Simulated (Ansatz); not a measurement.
For YMgNO (model structure, started from the LaZnOP type, P4/nmm, No. 129, 8 atoms in the cell), LDA in Ansatz (PAW) gives:

| Item | Value |
|---|---|
| lattice parameter a | 3.702 Å |
| c axis length | 7.626 Å |
| bulk modulus B0 | 101 GPa |
| cohesive energy | 6.17 eV/atom |
| band gap | 2.17 eV |

What does r²SCAN (PAW; Ansatz, an electronic-structure program) give for the same quantities?


- lattice constant a: 3.753 Å (grows by 1.4 %)
- lattice parameter c: 7.789 Å (rises by 2.1 %)
- bulk modulus: 95.5 GPa (drops by 5.4 %)
- cohesive energy: 5.37 eV/atom (drops by 0.80 eV/atom)
- band gap: 2.39 eV (rises by 0.22 eV)

Changes are worked out from the printed values.

Unless a cell is named, each level is at its own relaxed cell (LDA 13.07, r²SCAN 13.72 Å³/atom).

Levels without +SOC have no spin–orbit coupling; where heavier elements are present it shifts gaps, mostly down, and can invert bands. Density-functional gaps are differences of (generalised) Kohn–Sham levels.

Caveats: the bulk modulus is −V dP/dV from two relaxed cells at ±2 % in volume (LDA, r²SCAN). Ansatz's density-functional and Hartree–Fock values are scalar-relativistic unless marked +SOC, with PAW data made under PBE.

A model structure was made by putting elements into a prototype or built by hand; it is no filed structure, need not be a known phase, and can be a saddle point held by its symmetry.
